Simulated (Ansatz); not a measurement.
# HfO2: response to strain

The reference is HfO2 in the fluorite structure (space group Fm-3m, No. 225; a = 5.0585 Å). Axes: x, y, z lie along the cube axes.

Strains are applied to the cell and any free atomic positions relax; under biaxial strain the out-of-plane vector relaxes too.

Computed with r2SCAN, PAW, 500 eV (Ansatz, a first-principles code; no spin-orbit coupling).

Candidates:
(a) biaxial strain +1.57 %, plane normal [001], relaxed out of plane
(b) isotropic strain −1.98 %
(c) isotropic strain +5.35 %

For the base:

| Quantity | Value |
|---|---|
| Band gap | 4.30 eV |

Task: Order them by band gap, lowest first.

Result: (c) isotropic strain +5.35 % (3.86 eV), (a) biaxial strain +1.57 %, plane normal [001], relaxed out of plane (4.07 eV), (b) isotropic strain −1.98 % (4.46 eV)

With Hf present, leaving out spin-orbit coupling can change the band edges. Whether these cells are dynamically stable was not tested. This is not the structure that HfO2 has at room temperature and ambient pressure.
